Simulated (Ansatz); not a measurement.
## A computed series for Rh: response to strain

Start from Rh in the fcc (Cu type) structure (space group Fm-3m, No. 225; relaxed with 0.1 eV smearing).

```yaml
crystal:
  lattice:
    - [0.00000, 1.89079, 1.89079]
    - [1.89079, 0.00000, 1.89079]
    - [1.89079, 1.89079, 0.00000]
  atoms:
    - { symbol: Rh, position: [0.00000, 0.00000, 0.00000] }
```

Strains are applied to the cell and any free atomic positions relax.

Level of theory: PBEsol (Ansatz, a quantum-chemistry and plane-wave program; PAW; 420 eV plane waves; scalar-relativistic without spin-orbit coupling).

```json
[
 {"isotropic strain (%)": "-2", "pressure (GPa)": "20.7"},
 {"isotropic strain (%)": "-1", "pressure (GPa)": "9.5"},
 {"isotropic strain (%)": "-0.5", "pressure (GPa)": "4.6"},
 {"isotropic strain (%)": "0", "pressure (GPa)": "0.0"},
 {"isotropic strain (%)": "0.5", "pressure (GPa)": "?"},
 {"isotropic strain (%)": "1", "pressure (GPa)": "-8.1"},
 {"isotropic strain (%)": "1.5", "pressure (GPa)": "-11.7"},
 {"isotropic strain (%)": "2", "pressure (GPa)": "-14.9"},
 {"isotropic strain (%)": "2.5", "pressure (GPa)": "-17.9"}
]
```

Q: Fit P = P₀ − Bδ + Cδ² with δ = (1 + ε)³ − 1 to the rows shown and predict the withheld row.

A: Least squares on the printed values gives P₀ = 0.0 GPa, B = 298 GPa, C = 871 GPa (largest residual 0.2 GPa); this predicts -4.3 GPa, and the run gives -4.2 GPa, in agreement.

Whether these cells are dynamically stable was not tested. The final runs are not spin-polarised. Rh lies near a magnetic instability that expansion can trigger; it was not tested.
